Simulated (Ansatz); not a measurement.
The starting structures come from a database of crystals and need not be the phases stable at ambient conditions.

Inside the gap of an insulator the Bloch states are evanescent, with a wavenumber k + iκ along the transport direction.

Given:

```xyz
8
Lattice="4.0359 0.0000 0.0000 -2.0179 3.4952 0.0000 0.0000 0.0000 16.6212" Properties=species:S:1:pos:R:3 pbc="T T T"
In     0.0000     0.0000     9.7073
In     0.0000     0.0000     6.9139
In     0.0000     2.3301    15.2246
In     0.0000     2.3301     1.3966
Se     2.0179     1.1651    13.9395
Se     2.0179     1.1651     2.6817
Se     0.0000     2.3301    10.9909
Se     0.0000     2.3301     5.6302
```

Space group of this cell: P-6m2. The cell was relaxed by PBE-D3(BJ).

Transport runs along the normal of the first two printed cell vectors, the (001) plane of the conventional cell.

The gap is the functional's own, uncorrected, and κ follows it; spin-orbit coupling is left out. Mid-gap values are interpolated between the computed energies.

Q: Give the band gap and the smallest decay constant κ at mid-gap that r2SCAN (Ansatz, a quantum-chemistry and plane-wave program) yields.

A: Gap 0.71 eV on a 12×12×2 mesh; κ = 0.056 1/Å, at the zone centre.
